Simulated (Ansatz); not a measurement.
Formation energy of the localised charge states of O vacancy + O vacancy in alpha quartz (start: the O site; O 2.65 Å away; 243-site cell, Γ-point sampling) against the Fermi level, O-rich (Δμ(O) = 0.00 eV; only phases computed here count, gases as isolated molecules at 0 K). These are PBE, PAW (plane waves to 420 eV; Ansatz, an electronic-structure program) values and carry that method's errors.

Charges with a result: +2, +1, 0. Others weren't obtained, and one of them could lie lower, also by skipping a charge.

Set-up: 243-site cell; Γ-point k-points; host gap 5.68 eV; charged states image-corrected; energies good to tenths of an eV; flagged in the runs: a host whose relaxation on this sampling wasn't shown to rest, a strain field that reaches the edge of the cell, zone-centre sampling.

| E_F − E_VBM (eV) | q = +2 | q = +1 | q = 0 |
|---|---|---|---|
| 0.00 | 7.58 | 9.73 | 10.62 |
| 0.71 | 9.00 | 10.44 | 10.62 |
| 1.42 | 10.42 | 11.15 | 10.62 |
| 2.13 | 11.84 | 11.86 | 10.62 |
| 2.84 | 13.26 | 12.57 | 10.62 |
| 3.55 | 14.68 | 13.28 | 10.62 |
| 4.26 | 16.10 | 13.99 | 10.62 |
| 4.97 | 17.52 | 14.70 | 10.62 |
| 5.68 | 18.94 | 15.41 | 10.62 |

Crossings of the lowest lines: (+2/0) at 1.52 eV.
